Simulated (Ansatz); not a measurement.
Data:

```xyz
9
Lattice="5.0130 0.0000 0.0000 -2.5065 4.3414 0.0000 0.0000 0.0000 5.4958" Properties=species:S:1:pos:R:3 pbc="T T T"
Si    -1.1964     2.0722     1.8319
Si     1.3101     2.2691     0.0000
Si     2.3928     0.0000     3.6639
O      0.2349     1.8019     1.1221
O      0.8286     3.6439     4.7860
O      3.3351     0.6975     2.5418
O      2.7414     2.5395     0.7098
O      1.4430     1.1043     4.3737
O     -1.0635     3.2370     2.9541
```

No spin polarisation.

Method: Ansatz (an electronic-structure program), PBEsol, PAW, cutoff 420 eV, spin-orbit coupling left out. Settings: 8×8×6 k-points, 0.05 eV Fermi–Dirac smearing.

### Question
Predict the band gap and gap character.

### Answer
The band gap is 5.64 eV and the gap character is indirect, K → Γ.

Load acts through the strain it causes; cell and atoms are relaxed under it. Whether these cells are dynamically stable was not tested. The cell was made from SiO2 (space group P3_221, No. 154) by this change: pressure −1 GPa.
